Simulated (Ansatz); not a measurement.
# SiO2: pressure 0.9 GPa

Start from SiO2 in the rutile structure (space group P4_2/mnm, No. 136; a = 4.236 Å, c = 2.690 Å).

Modification: cell and atoms relaxed at a pressure of 0.9 GPa.

The values are results of PBE, PAW, 420 eV (Ansatz, a program for electronic structure; no SOC), not measurements. Γ-centred 8×8×12 mesh, Fermi–Dirac width 0.05 eV.

- Volume per atom: 8.02 Å³ (base 8.05 Å³)
- Density: 4.15 g/cm³ (base 4.13 g/cm³)
- Lattice parameter a: 4.230 Å (base 4.236 Å)
- c/a ratio: 0.636 (base 0.635)
- Shortest interatomic distance: 1.773 Å (base 1.774 Å)
- Band gap: 5.09 eV (base 5.04 eV)
- Gap character: direct at Γ (base direct at Γ)
- Width of the top valence band: 2.57 eV (base 2.56 eV)
- Electron mass: 0.37 mₑ along c, 0.46 mₑ across (at Γ) (base 0.36 mₑ along c, 0.45 mₑ across (at Γ))
- Valence-band top at Γ (three highest levels, from the VBM): 0.00, -0.85, -0.85 eV (base 0.00, -0.85, -0.85 eV)

Final structure:

```
CELL_PARAMETERS angstrom
      4.23007     0.00000     0.00000
      0.00000     4.23007     0.00000
      0.00000     0.00000     2.68894
ATOMIC_POSITIONS crystal
  Si 0.00000 0.00000 0.00000
  Si 0.50000 0.50000 0.50000
  O  0.30682 0.30682 0.00000
  O  0.80682 0.19318 0.50000
  O  0.19318 0.80682 0.50000
  O  0.69318 0.69318 0.00000
```

Load acts through the strain it causes; cell and atoms are relaxed under it. Effective masses come from finite differences of ±0.01 Å⁻¹. Stability against distortions was not tested.
